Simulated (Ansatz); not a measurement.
## Effect of biaxial strain +2.00 %, plane normal [001], relaxed out of plane on Mg2Ge

Take Mg2Ge in the anti-fluorite structure (space group Fm-3m, No. 225; a = 6.364 Å) as the base. Axes: x, y, z lie along the cube axes.

It is then changed as follows: biaxial strain +2.00 %, plane normal [001], relaxed out of plane (Cartesian); in-plane vectors clamped, the third vector and the atoms free.

Calculations: Ansatz (a first-principles code), PBEsol, PAW, cutoff 420 eV, no spin-orbit coupling. k-mesh 13×13×13 (Γ-centred); smearing 0.05 eV (Fermi–Dirac).

```csv
quantity,base,changed,shift
volume per atom,21.48 Å³,22.18 Å³,+0.70 Å³
space group,Fm-3m (No. 225),I4/mmm (No. 139),–
shortest interatomic distance,2.756 Å,2.786 Å,+0.030 Å
energy relative to the base (free energy F),0 meV/atom,+6.5 meV/atom,+6.5 meV/atom
"pressure (mean of the normal stresses, compression positive)",0.0 GPa,-1.6 GPa,-1.6 GPa
band gap,0.08 eV,zero,–
out-of-plane strain (rough),–,-0.77 %,–
mean in-plane stress (compression positive) (rough),–,-2.3 GPa,–
```

Final structure (turned so that z lies along the plane normal):

```xyz
3
Lattice="4.5903 0.0000 0.0000 0.0000 4.5903 0.0000 2.2952 -2.2952 3.1576" Properties=species:S:1:pos:R:3 pbc="T T T"
Mg     4.5903     2.2952     1.5788
Mg     2.2952     0.0000     1.5788
Ge     0.0000     0.0000     0.0000
```

Cost of the whole job for the changed cell (relaxation, final SCF and bands): about 50 core-seconds (a rough figure).

Without a gap, meshes like the base's 13×13×13 leave anisotropic stresses uncertain by several tenths of a GPa, and small strain energies with them. Whether these cells are dynamically stable was not tested. All final runs are without spin polarisation. A zero or small gap of Mg2Ge can be the functional's error rather than a property of the material.
